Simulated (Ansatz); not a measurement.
## Ansatz run on Sr3Ti2O7 (I4/mmm, 12 atoms in the cell): self-consistent single point

Method: LDA (PW92), default PAW files made with PBE (plane waves; Ansatz, a first-principles code).

Input as run:

Ansatz 0.2 input:
```yaml
crystal:
  lattice:
    - [-1.94950000, 1.94950000, 10.19999500]
    - [1.94950000, -1.94950000, 10.19999500]
    - [1.94950000, 1.94950000, -10.19999500]
  atoms:
    - { symbol: Sr, position_ang: [0.00000000, 0.00000000, 10.19999500] }
    - { symbol: O, position_ang: [0.00000000, 0.00000000, 0.00000000] }
    - { symbol: Sr, position_ang: [-0.00000000, 0.00000000, 6.42599685] }
    - { symbol: Sr, position_ang: [0.00000000, -0.00000000, 13.97399315] }
    - { symbol: O, position_ang: [0.00000000, -0.00000000, 3.87599810] }
    - { symbol: O, position_ang: [-0.00000000, 0.00000000, 16.52399190] }
    - { symbol: O, position_ang: [0.00000000, 1.94950000, 1.93799905] }
    - { symbol: O, position_ang: [1.94950000, 0.00000000, 1.93799905] }
    - { symbol: O, position_ang: [1.94950000, 0.00000000, 8.26199595] }
    - { symbol: O, position_ang: [0.00000000, 1.94950000, 8.26199595] }
    - { symbol: Ti, position_ang: [0.00000000, -0.00000000, 1.93799905] }
    - { symbol: Ti, position_ang: [-0.00000000, 0.00000000, 18.46199095] }
kpoints:
  mp_grid:
    grid: [5, 5, 5]
hamiltonian:
  xc: lda
  pseudopotentials:
    kind: paw
scf:
  occupations:
    method: gaussian
    width: 0.1 eV
output:
  forces: true
  eigenvalues: true
  stress: true
```

Output (repeated stretches shortened):

```
WARN basis.ecutwfc = 420 eV, the default
WARN ansatz: RAYON_NUM_THREADS=1 ignored (pool sized by the plan → 1); use --threads N
basis.fft_grid_basis auto: the FFT boxes are laid along the combinations [[1, 0, 1], [0, 1, 1], [0, 0, 1]] of the cell's own vectors, 3.899, 3.899 and 10.566 Å …
Pseudopotentials: kind: paw
Pseudopotential: Sr, paw, valence charge 10
Pseudopotential: O, paw, valence charge 6
Pseudopotential: Ti, paw, valence charge 12
Crystal: 12 atoms, lattice volume = 155.062 Å³
Basis set: ecut = 420 eV, 3055 PW (Γ), FFT grids on a1+a3, a2+a3, a3
Bands: 60, of which v1, the nominal top of the filled ones, is band 48 counted from 1 (47 counted from 0)
Symmetry: 16 space group operations
Space group: I4/mmm (ITA 139), of the structure as read, at distance tolerance 5.4e-5 Å
k-points: 18 of 125
PAW frozen core: Sr, regenerated for the run's functional, and the local potential with it
PAW frozen core: O, regenerated for the run's functional, and the local potential with it
PAW frozen core: Ti, regenerated for the run's functional, and the local potential with it
Initial density: superposition of atomic densities (neutral atoms: chi_scale 0, normalization atom), corrected by the library's trained network
Initial wavefunctions: pseudopotential atomic-orbital guess
Eigensolver: davidson
Functional: x = slater, c = lda
SCF iter   1: F=—  HF=-19141.799436 eV  |F-HF|=—  |Δ(HF+E_count)|=         —  Δρ=1.80e-2  dr2=4.72e-1  ethr=1.77e-3  ⟨swp⟩=8.5  Hψ=5221  notcnv=0
all-band conjugate gradients solve this SCF's bands
preconditioner: auto → Resta (q_TF=auto, 2.519 Å⁻¹)
SCF iter   2: F=—  HF=-19141.717522 eV  |F-HF|=—  |Δ(HF+E_count)|=   8.19e-2  Δρ=9.20e-3  dr2=1.07e-1  ethr=4.92e-4  ⟨swp⟩=2.4  Hψ=1740  notcnv=0  defer=112
SCF iter   3: F=—  HF=-19141.697027 eV  |F-HF|=—  |Δ(HF+E_count)|=   2.05e-2  Δρ=2.74e-3  dr2=8.70e-3  ethr=1.11e-4  ⟨swp⟩=2.0  Hψ=1446  notcnv=0  defer=112
SCF iter   4: F=—  HF=-19141.694698 eV  |F-HF|=—  |Δ(HF+E_count)|=   2.33e-3  Δρ=8.07e-4  dr2=5.37e-4  ethr=9.07e-6  ⟨swp⟩=2.0  Hψ=1463  notcnv=0  defer=112
SCF iter   5: F=—  HF=-19141.694596 eV  |F-HF|=—  |Δ(HF+E_count)|=   1.02e-4  Δρ=2.11e-4  dr2=7.21e-5  ethr=5.59e-7  ⟨swp⟩=2.1  Hψ=1358  notcnv=0  defer=112
SCF iter   6: F=—  HF=-19141.694596 eV  |F-HF|=—  |Δ(HF+E_count)|=   6.13e-7  Δρ=9.70e-5  dr2=1.37e-5  ethr=7.51e-8  ⟨swp⟩=2.0  Hψ=1661  notcnv=0  defer=108
SCF iter   7: F=—  HF=-19141.694595 eV  |F-HF|=—  |Δ(HF+E_count)|=   7.62e-7  Δρ=2.97e-5  dr2=1.16e-6  ethr=1.43e-8  ⟨swp⟩=2.0  Hψ=1501  notcnv=0  defer=108
SCF iter   8: F=-19141.694595 eV  HF=-19141.694595 eV  |F-HF|=5.78e-9  |Δ(HF+E_count)|=   4.26e-7  Δρ=6.49e-6  dr2=9.65e-8  ethr=1.04e-10  ⟨swp⟩=10.3  Hψ=6120  notcnv=0
SCF 1 converged in 8 iterations: F = -19141.694595 eV  dr2 = 9.65e-8
SCF converged after 8 iterations
Free energy (F): -19141.694595 eV
Harris-Foulkes:  -19141.694595 eV  (|F-HF|=5.78e-9)
Internal energy: -19141.694595 eV  (E = F + TS)
E sigma→0 (E₀):  -19141.694595 eV
Fermi energy:    9.936817 eV
--- Per-component energies (eV) ---
  E_band       = -515.104442
  E_kinetic    = 2508.112574
  E_local      = -6615.862990  (includes V_loc(G=0)·N_el)
  E_nonlocal   = 978.960299
  E_hartree    = 2364.156711
  E_xc         = -1224.403823
  E_vxc        = -1392.916988  (∫ρ·V_xc dr)
  E_paw        = -10813.041383  (= ΣΔE_a)
  E_vpaw       = -721.742097  (= ΣTr[D̂ρ^β])
  E_aug_tail   = 0.017835  (compensation charges beyond the density's cutoff)
  E_ewald      = -6341.846575
  E_core_change = 2.212757  (= ΣΔE_core)
  E_smearing   = -0.000000  (= −TS)
  E_closure    = -0.000000  (closes the sum)
  Σ components = -19141.694595   (vs F -19141.694595, Δ=0.00e0)
--- Forces (eV/Å), atoms counted from 1 ---
  atom   1  Sr     0.00000000     0.00000000     0.00000000
  atom   2  O      0.00000000     0.00000000    -0.00000000
  atom   3  Sr     0.00000000     0.00000000     0.44976611
  atom   4  Sr    -0.00000000    -0.00000000    -0.44976611
  atom   5  O      0.00000000     0.00000000     0.68928815
  atom   6  O     -0.00000000    -0.00000000    -0.68928815
  atom   7  O     -0.00000000    -0.00000000    -0.10309272
  atom   8  O      0.00000000     0.00000000    -0.10309272
  atom   9  O      0.00000000     0.00000000     0.10309272
  atom  10  O     -0.00000000     0.00000000     0.10309272
  atom  11  Ti     0.00000000    -0.00000000     0.57462564
  atom  12  Ti    -0.00000000     0.00000000    -0.57462564
  max |Σ_I F_I| component: 4.44e-16 eV/Å
--- Stress (GPa, compression-positive) ---
       -6.566042      -0.000000       0.000000
       -0.000000      -6.566042      -0.000000
        0.000000      -0.000000      -4.946896
  P = ⅓ Tr σ = -6.0263 GPa (-60.263 kbar)
  The stress holds the Pulay correction. Without it, at fixed plane waves, as pw.x and ABINIT print it: P = -6.7502 GPa
--- Band table (eV; the first three rows and the last of 18) ---
  k-point 0: bands = ["-46.5537", "-46.5530", "-23.5575", "-23.5053", "-23.4269", "-23.1672", "-23.1672", "-23.1653", "-23.1653", "-23.1313", "-23.1235", "-8.3614", "-8.1451", "-7.0970", "-7.0828", "-7.0601", "-6.5540", "-6.5059", "-5.6050", [...]
  k-point 1: bands = ["-46.5528", "-46.5520", "-23.5355", "-23.5006", "-23.4108", "-23.1923", "-23.1903", "-23.1827", "-23.1720", "-23.1486", "-23.1278", "-8.0175", "-7.9653", "-7.1464", "-7.1389", "-7.0381", "-6.8321", "-6.7195", "-5.6032", [...]
  k-point 2: bands = ["-46.5512", "-46.5504", "-23.4889", "-23.4822", "-23.3656", "-23.2328", "-23.2306", "-23.2266", "-23.2195", "-23.1690", "-23.1298", "-7.5153", "-7.2754", "-7.2100", "-7.0174", "-6.9648", "-6.7071", "-6.5647", "-5.7242", [...]
  k-point 17: bands = ["-46.5533", "-46.5525", "-23.5456", "-23.5062", "-23.4214", "-23.1868", "-23.1772", "-23.1660", "-23.1642", "-23.1423", "-23.1251", "-8.1639", "-8.1311", "-7.1475", "-7.1139", "-6.9799", "-6.8570", "-6.6389", "-5.5784", [...]
```

The run converged in 8 iterations.

The starting cell comes from a database of published, mostly measured structures (it also holds non-ambient and calculated ones), without a prior relaxation at this level. With a pressure of about -6 GPa the cell is away from its equilibrium volume at this level. Ansatz's pressure includes its estimate of the finite-basis (Pulay) stress. Without the estimate this run gives -6.75 GPa.
